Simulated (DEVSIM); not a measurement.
System: illuminated Si p-on-n cell, one wavelength, at 300 K.

```csv
layer (left to right),material,thickness (μm),Nd (cm⁻³),Na (cm⁻³),τn (s),τp (s),absorption coefficient (cm⁻¹)
1,Si,0.260,-,8.1e18,6.5e-7,6.5e-8,8000
2,Si,100,3.7e16,-,1.9e-6,1.9e-6,8000
```

Left contact: ohmic, minority electron recombination velocity 9e6 cm/s. Right contact: ohmic, minority hole recombination velocity 10 cm/s. Voltage is applied to the left contact. Recombination: SRH at mid-gap, radiative, Auger. Light enters at the left, 7.3e17 photons cm⁻² s⁻¹, one pass, no reflection. Mobility is constant in doping.

The device is made up for the run: typed textbook-type constants, with dimensions and the other settings drawn at random. Values at 300 K.

| parameter | Si |
|---|---|
| gap (eV) | 1.124 |
| affinity (eV) | 4.05 |
| permittivity | 11.7 |
| Nc (cm⁻³) | 2.86e19 |
| Nv (cm⁻³) | 3.1e19 |
| μn (cm²/Vs) | 1417 |
| μp (cm²/Vs) | 470 |
| B (cm³/s) | 4.7e-15 |
| Cn (cm⁶/s) | 2.8e-31 |
| Cp (cm⁶/s) | 9.9e-32 |

Simulated with DEVSIM: 1D drift-diffusion, Boltzmann statistics, complete ionisation; no tunnelling, impact ionisation, image-force lowering or self-heating.

The photon flux was swept, all else fixed.

```
photon flux (cm^-2 s^-1)  short-circuit current (mA/cm²)  largest power (mW/cm²)  open-circuit voltage (V)  fill factor
------------------------  ------------------------------  ----------------------  ------------------------  -----------
2.2e16                                              3.17                    1.36                     0.529         0.81
7.3e16                                              10.5                    4.81                     0.560         0.82
2.2e17                                              31.7                    15.4                     0.589         0.82
7.3e17                                               105                    54.1                     0.620         0.83
2.2e18                                               317                     171                     0.648         0.83
7.3e18                                              1050                     601                     0.680         0.84
2.2e19                                              3170                    1890                     0.708         0.84
```

From the first row to the last the short-circuit current goes from 3.17 to 3170. From the first row to the last the largest power goes from 1.36 to 1890.
